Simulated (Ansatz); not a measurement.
The reference is Bi$_{2}$Se$_{3}$ in the Bi2Te3 type structure (space group R-3m, No. 166; a = 4.081 Å, c = 27.666 Å (hexagonal axes)).

The values are results of PBEsol-D3(BJ)/PAW in Ansatz (a program for electronic structure), without spin-orbit coupling, not measurements.

For the base:

```
Quantity              Result
-------------------  -------
Lattice parameter a  4.081 Å
c/a ratio              6.778
```

The change: hydrostatic tension (pressure −2 GPa).

Question: What does the calculation give for the lattice parameter a after the change?

Answer: The lattice parameter a increases by 0.0455 Å (4.081 Å → 4.127 Å).

Question: Predict the new c/a ratio.

Answer: The c/a ratio increases by 0.1173 to 6.896.

Load acts through the strain it causes; cell and atoms are relaxed under it. No phonon test of stability was made. All final runs are without spin polarisation.
